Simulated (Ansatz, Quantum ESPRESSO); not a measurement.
Code comparison for HfN (Fm-3m, 2 atoms in the cell)

Self-consistent single point.

```
CELL_PARAMETERS angstrom
      0.00000     2.26000     2.26000
      2.26000     0.00000     2.26000
      2.26000     2.26000     0.00000
ATOMIC_POSITIONS crystal
  Hf 0.00000 0.00000 0.00000
  N  0.50000 0.50000 0.50000
```

Shared settings, as Ansatz (a program for electronic structure) writes them: kpoints.mp_grid.grid = 10 10 10; magnetization.spin_orbit = true; scf.occupations.method = gaussian; scf.occupations.width = 0.272 eV. Potentials and cutoffs stand in the table.

```
code                                                                                                       model  pressure (GPa)  cutoff
----------------  ----------------------------------------------------------------------------------------------  --------------  ------
Quantum ESPRESSO  PBE, spin-orbit coupling, PseudoDojo fully relativistic norm-conserving (PBE) pseudopotentials            4.55   85 Ry
Ansatz                                                           PBE with spin-orbit coupling, default PAW files            4.28  420 eV
```

The spread over the programs that give each value: pressure within 0.27 GPa.

Ansatz's pressure is given at a fixed set of plane waves, as the other plane-wave codes print theirs; with its correction for the finite basis it is 4.78 GPa (the shift of 0.49 GPa shows how far the cutoff is from converged).

The starting cell has typed, rounded lattice constants, without a prior relaxation at this level.

Left out of this page: ABINIT (failed or unconverged); Elk, FLEUR and SIESTA (not drawn, or without a comparable value).

Keys are those of Ansatz 0.2.
